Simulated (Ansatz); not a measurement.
The parent structure is ZnSe in the zinc blende structure (space group F-43m, No. 216; a = 5.634 Å).

Now apply this change: S takes the place of Se on all its sites, then cell and atoms are relaxed.

Levels (all Ansatz, a first-principles code, PAW): PBEsol (420 eV, no spin-orbit coupling); r2SCAN (500 eV, no SOC); HSE06 (420 eV, without spin-orbit coupling).

At the geometry relaxed with PBEsol, these levels gave the following band gaps, in shuffled order: (a) 3.46 eV, (b) 2.79 eV, (c) 2.09 eV.

Q: Match each gap to its level.

A: (a) HSE06; (b) r2SCAN; (c) PBEsol.

Single points use the geometry relaxed with PBEsol. Stability against distortions was not tested.
